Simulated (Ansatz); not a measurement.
An Ansatz (a quantum-chemistry and plane-wave program) run: hypothetical diamond Re with a change (uniaxial strain ε_zz = −1.69 %); PBEsol (Ansatz; PAW; 420 eV plane waves; no spin-orbit coupling).

Input:

Ansatz 0.2 input:
```yaml
crystal:
  lattice:
    - [0, 2.7972326856, 2.7499594532]
    - [2.7972326856, 0, 2.7499594532]
    - [2.7972326856, 2.7972326856, 0]
  atoms:
    - { symbol: Re, position: [0.25, 0.25, 0.25] }
    - { symbol: Re, position: [0, 0, 0] }
basis: { ecutwfc: 420, ecutrho_ratio: 4, xc_grid: 2, fft_grid_basis: typed }
kpoints: { mp_grid: { grid: [18, 18, 18] } }
hamiltonian:
  xc: pbesol
  dispersion: none
  pseudopotentials: { kind: paw }
scf: { occupations: { method: fermi_dirac, width: 0.1 }, convergence: { dr2_threshold: 0.0000000002 } }
relax: { f_tol: 0.005, max_steps: 50 }
output: { forces: true, stress: true }
checkpoint: { write: state.ck, write_every: 1000 }
```

Output (explanatory and most iteration lines left out):

```
Relaxation: its limit of steps is 50 (relax.max_steps)
Pseudopotential: Re, paw, valence charge 15
Crystal: 2 atoms, lattice volume = 43.034 Å³
Basis set: ecut = 420 eV, 869 PW (Γ), exchange–correlation on 54×54×54 points (8 copies of the dense FFT grid, shifted against one another)
Bands: 19, of which v1, the nominal top of the filled ones, is band 15 counted from 1 (14 counted from 0)
Symmetry: 16 space group operations
Space group: I41/amd (ITA 141), of the structure as read, at distance tolerance 3.5e-5 Å
k-points: 480 of 5832
Functional: x = pbesol(κ = 0.804, μ = 0.12345679012345678), c = pbesol(β = 0.046)
SCF iter   1: F=—  HF=-21470.885449 eV  |F-HF|=—  |Δ(HF+E_count)|=         —  Δρ=6.30e-3  dr2=7.03e-3  ethr=1.77e-3  ⟨swp⟩=5.0  Hψ=38486  notcnv=0
SCF iter   2: F=—  HF=-21470.886068 eV  |F-HF|=—  |Δ(HF+E_count)|=   6.19e-4  Δρ=3.77e-3  dr2=3.01e-3  ethr=2.34e-5  ⟨swp⟩=1.9  Hψ=14040  notcnv=0
SCF 1 converged in 8 iterations: F = -21470.886379 eV  dr2 = 6.29e-12
relax step   1: F+E_penalty+E_count = -21470.88637915 eV  Δ(F+E_penalty+E_count) = +0.000e0 eV  max|allowed force component| = 0.000e0 eV/Å  Δτ_max = 0.0000 Å  (8 SCF iters, accepted)
SCF converged after 8 iterations
Free energy (F): -21470.886379 eV
Internal energy: -21470.842737 eV  (E = F + TS)
E sigma→0 (E₀):  -21470.864558 eV
Entropy (-TS):   -0.043643 eV (-21.821 meV/atom)
Fermi energy:    14.676871 eV
--- Forces (eV/Å), atoms counted from 1 ---
  atom   1  Re     0.00000000     0.00000000     0.00000000
  atom   2  Re     0.00000000     0.00000000     0.00000000
--- Stress (GPa, compression-positive) ---
        3.214532       0.000000       0.000000
        0.000000       3.214532       0.000000
        0.000000      -0.000000       3.630750
  P = ⅓ Tr σ = 3.3533 GPa (33.533 kbar)
--- Relaxed structure (1 steps of the walk, 1 accepted, 0 SCFs on fresh bases) ---
  atoms:
    - { symbol: Re, position: [0.24999999999999997, 0.24999999999999997, 0.24999999999999997] }
    - { symbol: Re, position: [0.0, 0.0, 0.0] }
```

Whether these cells are dynamically stable was not tested. The final runs are not spin-polarised. The cell was made from Re in the diamond structure (space group Fd-3m, No. 227; a hypothetical phase, not in the database extracts checked) by this change: uniaxial strain ε_zz = −1.69 %.
